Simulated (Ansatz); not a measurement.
Results of LDA in Ansatz (PAW) for CdMoO4 (I4₁/a, No. 88).

Settings: plane-wave cutoff 520 eV, 10×10×10 k mesh, Fermi–Dirac smearing 0.01 eV, no spin polarisation, scalar-relativistic PAW data made under PBE.

Computed at the level's own relaxed cell.

**Question.** Give the computed band gap, direct gap at Γ, equilibrium lattice constant a and lattice parameter c.

**Answer.** 
band gap: 2.29 eV (on the SCF k mesh)
direct gap at Γ: 2.36 eV
equilibrium lattice constant a: 5.090 Å
lattice parameter c: 10.861 Å

Note: the volume lies 5 % below that of the published cell.

Spin–orbit coupling is not included.

Static lattice: no zero-point or thermal effects.

The result took roughly 16 core-minutes.

Ansatz is an electronic-structure program.
